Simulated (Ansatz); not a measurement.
```
CELL_PARAMETERS angstrom
      3.82614     0.00000     0.00000
      1.91307     3.31353     0.00000
      1.91307    -1.10451     3.36364
ATOMIC_POSITIONS crystal
  As 0.49212 0.75394 0.26183
  Al 0.00788 0.99606 0.98817
```

No spin polarisation.

All numbers come from PBEsol/PAW in Ansatz (an electronic-structure program), scalar-relativistic without spin-orbit coupling, earlier PAW set. Settings: 10×10×10 k-points, 0.05 eV Fermi–Dirac smearing.

Problem. What smallest direct gap does the calculation give?

Solution. 1.81 eV.

Problem. What gap character does the calculation give?

Solution. Indirect, Γ → F.

Problem. Predict the band gap.

Solution. 0.81 eV.

Problem. What mean in-plane stress (compression positive) does the calculation give?

Solution. +8.4 GPa.

The cells carry an imposed strain or load. Stability against distortions was not tested. The cell was made from AlAs in the zinc blende structure (space group F-43m, No. 216) by this change: biaxial strain −4.64 %, plane normal [111], relaxed out of plane.
